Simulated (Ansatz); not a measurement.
The parent structure is SiS2 in the 2H-MoS2 type structure (space group P6_3/mmc, No. 194; a = 3.2096 Å, c = 11.7670 Å; a hypothetical phase, not in the database extracts checked; layered, stacked along the Cartesian z axis). Axes: x lies along a and z along c of the hexagonal cell.

(Cell as relaxed with PBE-D3(BJ).)

Levels (all Ansatz, an electronic-structure program, PAW): PBE-D3(BJ) (420 eV, no spin-orbit coupling); r2SCAN+rVV10 (500 eV, no SOC).

Each level relaxes its own structure.

| base | PBE-D3(BJ) | r2SCAN+rVV10 |
|---|---|---|
| volume per atom | 17.50 Å³ | 18.23 Å³ |
| lattice parameter a | 3.210 Å | 3.224 Å |
| band gap | zero | zero |

Modification: biaxial strain −0.87 %, plane normal [001], relaxed out of plane (Cartesian); in-plane vectors clamped, the third vector and the atoms free.

```json
[
 {"quantity": "band gap", "PBE-D3(BJ)": "zero", "r2SCAN+rVV10": "___"},
 {"quantity": "shortest interatomic distance", "PBE-D3(BJ)": "2.344 Å", "r2SCAN+rVV10": "___"},
 {"quantity": "pressure (mean of the normal stresses, compression positive)", "PBE-D3(BJ)": "1.6 GPa", "r2SCAN+rVV10": "___"}
]
```

Q: What does r2SCAN+rVV10 give?

A: 
- band gap, r2SCAN+rVV10: zero
- shortest interatomic distance, r2SCAN+rVV10: 2.346 Å
- pressure (mean of the normal stresses, compression positive), r2SCAN+rVV10: 1.7 GPa

The two agree on the band gap. Neither level is exact; r2SCAN+rVV10 is the comparison here, not a measurement.

Stability against distortions was not tested. The final runs are not spin-polarised. Gaps under 0.05 eV, about the width of the smearing, are given as zero. The zero or small gap of SiS2 can change with the level of theory.
